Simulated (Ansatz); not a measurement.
# What tensor shear ε_xy = +0.57 % does to MgTe

Base system: MgTe in the zinc blende structure (space group F-43m, No. 216; a = 6.4393 Å). Axes: x, y, z lie along the cube axes.

Now apply this change: a pure shear with ε_xy = ε_yx = 0.0057; the atoms relax in the strained cell.

Computed with Ansatz (a program for electronic structure) PBEsol, no SOC. Γ-centred 9×9×9 mesh, Fermi–Dirac width 0.05 eV.

The space group goes from F-43m (No. 216) to Imm2 (No. 44) and the shortest interatomic distance falls by 0.002 Å to 2.786 Å. The energy stays essentially unchanged and the pressure (mean of the normal stresses, compression positive) is still -0.01 GPa. The band gap drops by 0.04 eV to 2.31 eV and the gap character is still direct at Γ. The electron mass stays 0.16 mₑ (at Γ) and the valence-band top at Γ (three highest levels, from the VBM) becomes 0.00, -0.04, -0.07 eV (base: 0.00, 0.00, 0.00 eV). The stress (xx, yy, zz, yz, xz, xy; compression positive) amounts to (-0.01, -0.01, -0.01, 0.00, 0.00, -0.19) GPa.

Final structure:

```xyz
2
Lattice="0.0184 3.2196 3.2196 3.2196 0.0184 3.2196 3.2380 3.2380 0.0000" Properties=species:S:1:pos:R:3 pbc="T T T"
Mg     0.0000     0.0000     0.0071
Te     1.6190     1.6190     1.6027
```

Spin-orbit coupling, missing from the scalar runs, can matter with Te. Effective masses come from finite differences of ±0.01 Å⁻¹. Stability against distortions was not tested. Labels are those of the standard path for the cell's own space group.
